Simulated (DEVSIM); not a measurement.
abrupt Ge n-p junction

Device: abrupt Ge n-p junction, at 300 K.

```tsv
layer (left to right)	material	thickness (μm)	Nd (cm⁻³)	Na (cm⁻³)	τn (s)	τp (s)
1	Ge	2.10	2.4e16	-	1.4e-6	1.4e-6
2	Ge	0.760	-	1.5e16	1.4e-6	1.4e-6
```

Left contact: ohmic. Right contact: ohmic. Voltage is applied to the left contact. Recombination: SRH at mid-gap, radiative, Auger. Mobility is constant in doping.

Constants are typed, rounded textbook-type inputs, not results; the design itself was drawn at random and stands for no fabricated device. Values at 300 K.

```csv
parameter,Ge
gap (eV),0.664
affinity (eV),4
permittivity,16
Nc (cm⁻³),1.04e19
Nv (cm⁻³),6e18
μn (cm²/Vs),3900
μp (cm²/Vs),1900
B (cm³/s),6.4e-14
Cn (cm⁶/s),1e-31
Cp (cm⁶/s),1e-31
```

Model (solved in DEVSIM): 1D drift-diffusion, Boltzmann statistics, complete ionisation; no tunnelling, impact ionisation, image-force lowering or self-heating.

```yaml
potential_step_across_the_device_at_zero_bias: 0.352 V
largest_field_in_the_device_at_zero_bias: 25000 V/cm
Dark forward voltage at 1 A/cm²: 0.125 V
Dark forward voltage at 100 A/cm²: 0.247 V
```

Dark forward current:

(V (V), J (A/cm²)): (-0.05, -0.049); (-0.10, -0.38); (-0.15, -2.6); (-0.20, -17); (-0.25, -110); (-0.30, -560); (-0.35, -1900); (-0.40, -4400)
